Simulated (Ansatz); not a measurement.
Seebeck coefficient (μV/K, mean over directions) of n-type SnO2 (P4_2/mnm) against carrier density, Ansatz (a first-principles code) with PBEsol with spin-orbit coupling, rigid bands. Computed gap 0.93 eV; densities at which minority carriers matter at this gap, or further valleys turn the trend, are left out. Conductivity mass 0.190 mₑ (harmonic mean over directions), N_c = 2.0e18 cm⁻³ at 300 K.

```json
[
 {"electron density": "1e16 cm⁻³", "300 K": "-671", "500 K": "-739"},
 {"electron density": "1e17 cm⁻³", "300 K": "-473", "500 K": "-541"},
 {"electron density": "1e18 cm⁻³", "300 K": "-278", "500 K": "-344"},
 {"electron density": "3e18 cm⁻³", "300 K": "-191", "500 K": "___"},
 {"electron density": "1e19 cm⁻³", "300 K": "___", "500 K": "-162"},
 {"electron density": "3e19 cm⁻³", "300 K": "-59", "500 K": "-94"},
 {"electron density": "1e20 cm⁻³", "300 K": "-29", "500 K": "-48"},
 {"electron density": "3e20 cm⁻³", "300 K": "___", "500 K": "-26"},
 {"electron density": "1e21 cm⁻³", "300 K": "-9", "500 K": "-14"}
]
```

Question: What belongs in the gaps?

Answer: 
- 3e18 cm⁻³, 500 K: -253
- 1e19 cm⁻³, 300 K: -110
- 3e20 cm⁻³, 300 K: -16

Rigid bands with a gap fixed in temperature, one relaxation time for all states, no polarons or phonon drag, and whether or not such doping can be reached.
